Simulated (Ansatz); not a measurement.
CdTe: pressure 22.5 GPa

The parent structure is CdTe in the zinc blende structure (space group F-43m, No. 216; a = 6.409 Å).

Perturbation: a hydrostatic pressure of 22.5 GPa.

Level of theory: LDA (Ansatz, an electronic-structure program; PAW; 420 eV plane waves; without spin-orbit coupling). Γ-centred 9×9×9 mesh, Fermi–Dirac width 0.05 eV.

* **Volume per atom**: 25.35 Å³ (base 32.90 Å³)
* **Lattice parameter a**: 5.875 Å (base 6.409 Å)
* **Enthalpy H = E + PV relative to the base's energy**: +3.97 eV/atom
* **Band gap**: 1.41 eV (base 0.61 eV)
* **Gap character**: direct at Γ (base direct at Γ)
* **Width of the top valence band**: 3.77 eV (base 2.38 eV)
* **Electron mass**: 0.093 mₑ (at Γ) (base 0.050 mₑ (at Γ))
* **Hole mass (degenerate bands, along [100])**: 0.094, 0.31, 0.31 mₑ (at Γ) (base 0.051, 0.48, 0.48 mₑ (at Γ))
* **Valley order (the lowest conduction-band minima on the path, energy above the VBM, named in the base's zone)**: Γ 1.41 eV; X along ⟨100⟩ 1.68 eV; L along ⟨111⟩ 1.88 eV (base Γ 0.61 eV; L along ⟨111⟩ 1.68 eV)

Final structure:

```yaml
crystal:
  lattice:
    - [0.00000, 2.93748, 2.93748]
    - [2.93748, 0.00000, 2.93748]
    - [2.93748, 2.93748, 0.00000]
  atoms:
    - { symbol: Cd, position: [0.00000, 0.00000, 0.00000] }
    - { symbol: Te, position: [0.25000, 0.25000, 0.25000] }
```

With Te present, leaving out spin-orbit coupling can change the band edges. Load acts through the strain it causes; cell and atoms are relaxed under it. Effective masses come from finite differences of ±0.01 Å⁻¹. No phonon test of stability was made. Measured, CdTe leaves this structure (for cinnabar) near 3.53 GPa (temperature not stated; as listed in Datta, Sujoy, Jana, Debnarayan, arXiv (2020)), on rising pressure, with hysteresis.
